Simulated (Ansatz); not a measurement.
System: NdPd (Cmcm, No. 63; cell taken from a computed entry). Method: r²SCAN in Ansatz (plane waves, PAW).

Numerical settings: plane-wave cutoff 500 eV, 16×16×12 k mesh (along the axes of the cell as run), Fermi–Dirac smearing 0.1 eV, spin-polarised start, scalar-relativistic PAW data made under PBE.

Computed at the level's own relaxed cell.

**Question.** Estimate the equilibrium volume per atom that the calculation returns.

**Answer.** 
- equilibrium volume per atom = 24.59 Å³/atom

Note: the magnetic order was assumed, not searched for or taken from measurement; the relaxation could not lower the start's symmetry, so the cell can be a saddle point above a distorted one; the 4f shell is treated without U or exact exchange, so its levels and filling can be wrong.

Spin–orbit coupling is not included.

Computed values are for the static lattice.

Cost on a shared machine: roughly 2.5 core-hours.

Ansatz is an electronic-structure program.
